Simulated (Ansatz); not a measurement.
The parent structure is LaBr$_{3}$ in the ReO3 type structure (space group Pm-3m, No. 221; a = 5.803 Å; a hypothetical phase, not in the database extracts checked).

Level of theory: PBEsol (Ansatz, an electronic-structure program), spin-orbit coupling left out.

For the base:

| Property | Result |
|---|---|
| Pressure | 0.00 GPa |
| Gap character | indirect, R → Γ |

Modification: every lattice vector is shortened by 4.05 %; the atoms relax in the strained cell.

Q: Predict the new pressure.

A: The pressure goes from zero to 4.53 GPa.

Q: What happens to the gap character?

A: The gap character is still indirect, R → Γ.

Q: What happens to the energy relative to the base?

A: The energy rises by 72 meV/atom.

Stability against distortions was not tested.
